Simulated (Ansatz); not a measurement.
The starting structures come from a database of crystals and need not be the phases stable at ambient conditions.

 Where the default PAW files enter, the runs use the earlier of Ansatz's two default sets.

Input:

```
MgS
1.0
    3.68318     0.00000     0.00000
   -1.84159     3.18973     0.00000
    1.84159     1.06324     3.00730
Mg S
1 1
Direct
  0.00000   0.00000   0.00000
  0.00000   0.50000   0.50000
```

Space group of this cell: Fm-3m, rock salt. The cell is taken as given.

Level of theory: r2SCAN (plane waves, PAW; Ansatz, a program for electronic structure).

The current runs along the normal of the first two printed vectors; no spin-orbit coupling. Scaled by the factor s: both lengths across the current (ions clamped). Meshes 12×12×12 and 12×12 across the current in all rows.

```csv
s,mean pressure (GPa),band gap (eV)
0.98,3.3,?
1.00,-0.2,3.46
1.02,-3.1,3.25
```

Task: Take the slope of the band gap against ln s from the two given rows, extrapolate to s = 0.98, and say what the run there gives.

Result: Slope = (3.25 − 3.46) / ln 1.02 = -10.6 eV. The line gives 3.46 + (-10.6) × ln 0.98 = 3.67 eV. The run gives 3.47 eV, 0.20 eV under the line, 95 % of the predicted step.
